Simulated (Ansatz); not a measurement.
Symmetric slabs, relaxed from ideal cuts in 1x1 cells, of elemental solids: work function (eV) by functional, in Ansatz (plane waves, PAW). All structures are PBE's; the other columns are single points with references at the same level. No spin-orbit coupling, Hubbard U or dispersion.

| system | PBE | LDA | PBEsol | RPBE | r2SCAN |
|---|---|---|---|---|---|
| hcp Be (31-40), ideal cut with outer spacing 0.18 Å | 4.16 | 4.34 | 4.21 | 4.08 | 4.15 |
| fcc Ca (311), ideal cut with outer spacing 1.67 Å | 2.75 | 2.87 | 2.79 | 2.68 | 2.78 |
| hcp Be (21-33), ideal cut with outer spacing 0.10 Å | 4.79 | 4.96 | 4.84 | 4.70 | 4.81 |
| fcc Ag (331), ideal cut with outer spacing 0.95 Å | 4.22 | 4.63 | 4.33 | 4.03 | 4.17 |
| hcp Be (32-52), ideal cut with outer spacing 0.15 Å | 4.57 | 4.74 | 4.62 | 4.48 | 4.58 |
| tetragonal indium (323), ideal cut with outer spacing 0.81 Å | 3.87 | 4.14 | 3.95 | 3.75 | 4.01 |
| hcp Be (30-32), ideal cut with outer spacing 0.61 Å | 4.91 | 5.09 | 4.97 | 4.83 | 4.94 |
| hcp Zn (21-32), ideal cut with outer spacing 0.27 Å | 4.13 | 4.43 | 4.22 | 3.98 | 4.21 |
| fcc Au (320), ideal cut with outer spacing 0.58 Å | 4.92 | 5.33 | 5.04 | 4.75 | 4.92 |
| hcp Be (32-53), ideal cut with outer spacing 0.07 Å | 4.58 | 4.75 | 4.62 | 4.50 | 4.59 |
| bcc Na (320), ideal cut with outer spacing 0.58 Å | 2.77 | 2.89 | 2.79 | 2.70 | 2.77 |
| fcc Ag (320), ideal cut with outer spacing 0.58 Å | 4.06 | 4.46 | 4.16 | 3.86 | 3.99 |

The rows are a random draw from the class, without slabs that broke up, higher cuts of a face and adsorbates that left their site. Mean shift from PBE over these rows: LDA 0.24 eV (from 0.12 to 0.41, 12 rows); PBEsol 0.07 eV (from 0.02 to 0.12, 12 rows); RPBE -0.12 eV (from -0.19 to -0.07, 12 rows); r2SCAN 0.01 eV (from -0.07 to 0.14, 12 rows).

Ansatz is a program for electronic structure.
